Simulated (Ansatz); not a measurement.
We look at the energy of the reaction as written. Reaction: 1/2 cell B → cell A. The sign is products less reactants.

Cell A: a sheet of composition Bi, 1 atom, hexagonal cell of 3.30 Å (9.4 Å²), symmetry P6/mmm, 0.0 Å thick under 16 Å of vacuum, in-plane vectors relaxed; planes from bottom to top: Bi; a model cell; spin state with PBE: run without spin, k-point mesh 24×24×1.
```yaml
crystal:
  lattice:
    - [3.29824, 0.00000, 0.00000]
    - [-1.64912, 2.85636, 0.00000]
    - [0.00000, 0.00000, 16.00000]
  atoms:
    - { symbol: Bi, position: [0.00000, 0.00000, 0.50000] }
```

Cell B: a sheet of composition Bi2, 2 atoms, hexagonal cell of 4.34 Å (16.3 Å²), symmetry P-3m1, 1.7 Å thick under 16 Å of vacuum, in-plane vectors relaxed; planes from bottom to top: Bi × 2; a model cell; spin state with PBE: run without spin, k-point mesh 18×18×1.
```xyz
2
Lattice="4.3394 0.0000 0.0000 -2.1697 3.7581 0.0000 0.0000 0.0000 17.7400" Properties=species:S:1:pos:R:3 pbc="T T T"
Bi     0.0000     2.5054     9.7336
Bi     2.1697     1.2527     8.0064
```

Computed with Ansatz (plane waves, PAW), its default PAW set, cutoff 420 eV, 500 eV for r2SCAN. The structures are at rest with PBE; other levels are single points on them. Neutral cells; Fermi-Dirac smearing of at most 0.10 eV in the solids, energies taken to zero width. The lattices are those relaxed with PBE, so at other levels the solids can be strained, which adds to the spread. A dispersion term (D3(BJ), or D4 for r2SCAN) was computed beside these levels and is taken off wherever the name lacks it. No zero-point or thermal terms. Spin-orbit coupling is left out. Cell A has symmetry P6/mmm and got no random move, so less symmetric positions, which may lie lower, weren't tried. Cell B has symmetry P-3m1 and got no random move, so less symmetric positions, which may lie lower, weren't tried.

Predict the value from PBE.

0.47 eV, for 1/2 cell B → cell A.

What do the other levels give, and how wide is the spread?


| Level | value (eV) | less PBE |
|---|---|---|
| r2SCAN | 0.60 | 0.13 |

The levels span 0.13 eV, from PBE (0.47) to r2SCAN (0.60).

Ansatz is a first-principles code.
